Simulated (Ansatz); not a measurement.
End structure of H on the 1x1 (111) surface of ceria (cut with top plane O), one in a 2x2 cell, started at the site 'top Ce':

Host crystal: ceria, with a band gap (PBE, scalar-relativistic without spin-orbit coupling).

```xyz
37
Lattice="7.7280 0.0000 0.0000 -3.8640 6.6926 0.0000 0.0000 0.0000 27.0000" Properties=species:S:1:pos:R:3 pbc="T T T"
O      0.0000     0.0000     9.6030
O     -1.9320     3.3463     9.6030
O      3.8640     0.0000     9.6030
O      1.9320     3.3463     9.6030
Ce     0.0000     2.2309    10.3698
Ce    -1.9320     5.5772    10.3698
Ce     3.8640     2.2309    10.3698
Ce     1.9320     5.5772    10.3698
O      1.9320     1.1154    11.1624
O      0.0000     4.4617    11.1624
O      5.7960     1.1154    11.1624
O      3.8640     4.4617    11.1624
O      0.0000     2.2309    12.6985
O     -1.9320     5.5772    12.6985
O      3.8640     2.2309    12.6985
O      1.9320     5.5772    12.6985
Ce     1.9319     1.1153    13.4998
Ce     0.0000     4.4617    13.4994
Ce     5.7961     1.1153    13.4998
Ce     3.8640     4.4619    13.4998
O      0.0000     0.0000    14.3011
O     -1.9319     3.3464    14.3008
O      3.8640    -0.0001    14.3008
O      1.9319     3.3464    14.3008
O      1.9326     1.1158    15.8373
O      0.0000     4.4617    15.8366
O      5.7953     1.1158    15.8373
O      3.8640     4.4610    15.8373
Ce     0.0000     0.0000    16.6321
Ce    -1.9323     3.3461    16.6286
Ce     3.8640     0.0003    16.6286
Ce     1.9323     3.3461    16.6286
O      0.0000     2.2330    17.3963
O     -1.9301     5.5761    17.3963
O      3.8640     2.2309    17.3974
O      1.9301     5.5761    17.3963
H      0.0000     0.0000    19.5859
```

Slab: 37 atoms, 7.8 Å thick at the start under the adsorbate (thin: gaps and levels are the slab's own); k 3x3x1, smearing 0.01 eV, dipole-corrected; single point; on the structure that PBE left under its start's symmetry; spin-polarised, ending with about 1.0 μB a cell; orders that need a larger cell were not tried, no spin-orbit, no U, no dispersion correction. The program's check for a lower electronic state was not made. It is one chosen start, not shown to be the lowest state of the adsorbate.

A negative adsorption energy means that the adsorbate is more stable on the surface than in its reference.

**Question.** Predict the adsorption energy against ½ H2(g) at the same level from Ansatz (a first-principles code) with HSE06, at the PBE geometry and the start's symmetry.

**Answer.** 2.25 eV

**Question.** What is the computed gap of the slab on its k-mesh (HSE06, at the PBE geometry and the start's symmetry)?

**Answer.** 3.41 eV

**Question.** Estimate the change of the step from the bottom to the top vacuum level, against the clean slab that HSE06, at the PBE geometry and the start's symmetry returns for this input.

**Answer.** -0.087 eV

**Question.** What highest filled level below the top vacuum level does HSE06, at the PBE geometry and the start's symmetry give?

**Answer.** 7.16 eV
